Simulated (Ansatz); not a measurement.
Take Pt in the fcc (Cu type) structure (space group Fm-3m, No. 225; a = 3.918 Å) as the base.

The change: a hydrostatic pressure of 1.5 GPa.

Levels (all Ansatz, an electronic-structure program, PAW): PBEsol (420 eV, without spin-orbit coupling); PBEsol+SOC (420 eV, spin-orbit coupling included).

The geometry is relaxed with PBEsol.

| Property | Value |
|---|---|
| PBEsol pressure | 1.5 GPa |

With PBEsol+SOC at the same geometry, the pressure grows by 0.3 GPa, from 1.5 GPa to 1.8 GPa.

Single points use the geometry relaxed with PBEsol. The spin-orbit shifts are approximate. Load acts through the strain it causes; cell and atoms are relaxed under it. No phonon test of stability was made. The runs without spin-orbit coupling are not spin-polarised.
